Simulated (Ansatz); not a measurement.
Defect migration in silicon: interstitial Br, charge state -1. Computed with PBE, PAW (plane waves to 420 eV; Ansatz, a quantum-chemistry and plane-wave program).

64-site cell at the relaxed PBE lattice, a 2×2×2 k-point mesh shifted by half a step, smearing 0.01 eV, spin-restricted, no finite-size correction. Static, classical nuclei. The charge state is imposed; whether it is stable for some Fermi level was not computed. Sites that were not tried may lie lower.

The step: several atoms move together, Si the farthest; the atom moves 1.72 Å along (0.00, -0.22, -0.22) of the unit cell; the moving atom starts with neighbours Br at 2.39; Si at 2.32, Si at 2.35, Si at 2.40 Å and ends with Br at 2.39; Si at 2.32, Si at 2.35, Si at 2.40 Å.

**Question.** Estimate the migration barrier of this step that PBE, PAW returns for this input.

**Answer.** 1.38 eV, the same both ways. At the saddle the moving atom has neighbours Br at 2.26; 2 Si at 2.26 Å. The saddle point's order was not checked, and it lies on a symmetry element of the cell, where a band can be held.
